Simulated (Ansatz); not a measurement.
The starting structures come from a database of crystals and need not be the phases stable at ambient conditions.

The decay constant κ of evanescent states in the gap governs leakage through a thin film.

Given:

```
CELL_PARAMETERS angstrom
      7.51489     0.00000     0.00000
      0.00000     7.51489     0.00000
      3.75745    -3.75745     5.31383
ATOMIC_POSITIONS crystal
  Cs 0.25000 0.25000 0.50000
  Cs 0.75000 0.75000 0.50000
  Li 0.50000 0.50000 0.00000
  Y  0.00000 0.00000 0.00000
  Cl 0.24968 0.24968 0.00000
  Cl 0.75032 0.75032 0.00000
  Cl 0.75032 0.24968 0.00000
  Cl 0.24968 0.75032 0.00000
  Cl 0.75032 0.24968 0.49936
  Cl 0.24968 0.75032 0.50064
```

Space group of this cell: Fm-3m. The cell is taken as given; by r2SCAN its mean pressure is -0.9 GPa.

Transport runs along the normal of the first two printed cell vectors, the (001) plane of the conventional cell.

The gap is the functional's own. No spin-orbit coupling. Mid-gap values are interpolated on the energy grid.

### Question
Compute, with r2SCAN (Ansatz, a first-principles code), the band gap and the smallest decay constant κ at mid-gap.

### Answer
Gap 5.46 eV on a 6×6×6 mesh; κ = 0.457 1/Å, at the zone centre.
